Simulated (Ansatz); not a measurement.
**What tensor shear ε_xz = +0.57 % does to Tl**

Start from Tl in the hcp (Mg type) structure (space group P6_3/mmc, No. 194; a = 3.4761 Å, c = 5.4715 Å; relaxed with 0.1 eV smearing). Axes: x lies along a and z along c of the hexagonal cell.

Now apply this change: tensor shear ε_xz = +0.57 % (engineering shear γ = 0.0114), atoms relaxed at fixed cell.

Computed with plane-wave PAW DFT at the PBEsol level (Ansatz, a quantum-chemistry and plane-wave program, 420 eV), without spin-orbit coupling. k-mesh 19×19×11 (Γ-centred); smearing 0.1 eV (Fermi–Dirac).

The volume per atom is still 28.63 Å³ and the space group goes from P6_3/mmc (No. 194) to C2/c (No. 15). The shortest interatomic distance shrinks by 0.030 bohr (6.412 bohr → 6.382 bohr) and the energy hardly moves. The pressure (mean of the normal stresses, compression positive) remains 0.0 GPa and the band gap is still zero. The stress (xx, yy, zz, yz, xz, xy; compression positive) is (0.0, 0.0, 0.0, 0.0, -0.1, 0.0) GPa.

The cells carry an imposed strain or load. Whether these cells are dynamically stable was not tested.
